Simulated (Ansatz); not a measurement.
# ZnSe: carrier doping

Consider ZnSe in the zinc blende structure (space group F-43m, No. 216; a = 5.666 Å).

Carriers are added at fixed cell with a uniform background; the Fermi–Dirac width is that of 300 K.

All numbers come from r2SCAN (Ansatz, a quantum-chemistry and plane-wave program; PAW; 500 eV plane waves; no spin-orbit coupling), earlier PAW set.

Notes on the quantities. Fermi level from band edge: Fermi level relative to the doped band's edge (positive inside the band; to 0.05 eV).

```json
[
 {"electron density (10^21 cm⁻³)": "1", "Fermi level from band edge (eV)": "1.25"},
 {"electron density (10^21 cm⁻³)": "2", "Fermi level from band edge (eV)": "?"},
 {"electron density (10^21 cm⁻³)": "5", "Fermi level from band edge (eV)": "1.70"},
 {"electron density (10^21 cm⁻³)": "10", "Fermi level from band edge (eV)": "2.00"}
]
```

Question: Fit E_F = C n^s, fitted as a line in log–log form (a parabolic band gives s = 2/3) to the rows shown and predict the withheld row.

Answer: Least squares on the printed values gives C = 1.24 eV, s = 0.20 (largest residual 0.02 eV); this predicts 1.43 eV, and the run gives 1.45 eV, in agreement.

Charged cell with a jellium background: band edges are those of the host's band count, energies are not comparable with the neutral cell, and many-body gap narrowing is missing. Stability against distortions was not tested.
